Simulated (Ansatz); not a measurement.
L1₀ (CuAu-type) TiAl was calculated with r²SCAN+rVV10 in Ansatz (PAW).

Settings: plane-wave cutoff 600 eV, 22×22×16 k mesh (along the axes of the cell as run), Fermi–Dirac smearing 0.042 eV (set by the program), no spin polarisation, scalar-relativistic PAW data made under PBE.

Cell (relaxed at this level):

```xyz
2
Lattice="2.8066 0.0000 0.0000 0.0000 2.8066 0.0000 0.0000 0.0000 4.0550" Properties=species:S:1:pos:R:3 pbc="T T T"
Ti     0.0000     0.0000     0.0000
Al     1.4033     1.4033     2.0275
```

Q: Give the computed elastic constant C13, Voigt–Reuss–Hill bulk modulus, elastic constant C44 and elastic constant C33.

A: 
- elastic constant C13: 88.7 GPa
- Voigt–Reuss–Hill bulk modulus: 123 GPa
- elastic constant C44: 127 GPa
- elastic constant C33: 188 GPa

Measured, for comparison: elastic constant C13 75 GPa, elastic constant C44 109 GPa, elastic constant C33 183 GPa (0 K, extrapolated to 0 K, Ti-56 at.% Al crystal; axes of the face-centred tetragonal cell; as tabulated in Qi et al. (2023), arXiv:2305.11825). Computed (rounded) less measured: elastic constant C13 +18 %, elastic constant C44 +17 %, elastic constant C33 +3 %.

Elastic constants are with the ions relaxed.

Ansatz is an electronic-structure program.
